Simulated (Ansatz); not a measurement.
Partial pair distribution functions of a relaxed model of amorphous In9Al9Zn9O36, broadened by 0.06 Å; density 5.06 g/cm³. These are PBE, scalar-relativistic without spin-orbit coupling (plane waves to 420 eV, PAW; Ansatz, a program for electronic structure) values and carry that method's errors.

Preparation: random packing, a CHGNet melt and quench, and a DFT relaxation. O atoms were pushed apart under 1.9 Å during the dynamics, to hinder bonds among them. The hot cell started wider than the set density and was brought back towards it in steps. It is the lowest in DFT energy of 2 quenches. It is a model cell: composition and starting density were chosen by hand, and all elements were melted together. No dispersion term was used. Its density started from a set value of 5.19 and ended at 5.06 g/cm³. The simulated quench (nominally 150 K/ps over its main leg) is rapid and tends to freeze in more defects than a deposited or slowly cooled glass has. A cell of this size samples the disorder only roughly. The volume was free in the relaxation, at fixed shape. Stress components on the final sampling reach 1.6 GPa.

```tsv
r (Å)	g In-O	g Al-O	g In-In	g Al-Al
1.55	0.00	0.01	0.00	0.00
1.65	0.00	1.15	0.00	0.00
1.75	0.00	9.29	0.00	0.00
1.85	0.03	9.51	0.00	0.00
1.95	0.77	2.60	0.00	0.00
2.05	4.26	0.59	0.00	0.00
2.15	6.71	0.05	0.00	0.00
2.25	3.71	0.00	0.00	0.00
2.35	2.23	0.00	0.00	0.00
2.45	1.15	0.00	0.00	0.03
2.55	0.32	0.00	0.00	0.85
2.65	0.24	0.00	0.00	1.29
2.75	0.15	0.00	0.00	0.13
2.85	0.16	0.08	0.00	0.56
2.95	0.05	0.17	0.00	3.45
3.05	0.28	0.45	0.00	4.04
3.15	0.51	0.96	0.07	4.10
3.25	0.25	0.97	0.80	5.64
3.35	0.47	0.85	0.66	2.74
3.45	0.41	0.87	2.07	0.13
3.55	0.62	0.86	5.16	0.00
3.65	0.86	1.14	4.41	0.00
3.75	0.80	1.06	2.75	0.00
3.85	0.63	1.09	2.62	0.00
3.95	1.03	1.06	3.08	0.00
4.05	1.56	1.45	1.20	0.13
4.15	1.30	1.39	0.80	1.09
4.25	1.32	1.55	0.97	0.56
4.35	1.47	1.37	0.34	0.02
4.45	1.61	1.77	0.51	0.02
4.55	1.12	1.78	0.20	0.44
4.65	0.95	1.10	0.01	1.26
```

Within 2.88 Å each In has 5.44 O neighbours on average.
